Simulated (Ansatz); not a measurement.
The parent structure is Al2O3 in the corundum structure (space group R-3c, No. 167; a = 4.8088 Å, c = 13.1239 Å (hexagonal axes)).

Level of theory: DFT with PBE, PAW potentials and a 420 eV plane-wave cutoff in Ansatz (a first-principles code), without spin-orbit coupling.

Base values:

```
Property                                       Value
-----------------------------  ---------------------
Lattice parameter a                          4.809 Å
Valence-band top at Γ          0.00, -0.03, -0.03 eV
Band gap                                     5.85 eV
Width of the top valence band                0.60 eV
```

Modification: a negative pressure, −2 GPa.

Problem. Estimate the effect on the lattice parameter a.

Solution. The lattice parameter a increases by 0.014 Å, from 4.809 Å to 4.823 Å.

Problem. What does the calculation give for the valence-band top at Γ after the change?

Solution. The valence-band top at Γ (three highest levels, from the VBM) becomes 0.00, -0.02, -0.02 eV (base: 0.00, -0.03, -0.03 eV).

Problem. What happens to the band gap?

Solution. The band gap shrinks by 0.11 eV, from 5.85 eV to 5.74 eV.

Problem. Predict the new width of the top valence band.

Solution. The width of the top valence band is nearly the same (0.60 eV against 0.59 eV).

Load acts through the strain it causes; cell and atoms are relaxed under it. Whether these cells are dynamically stable was not tested.
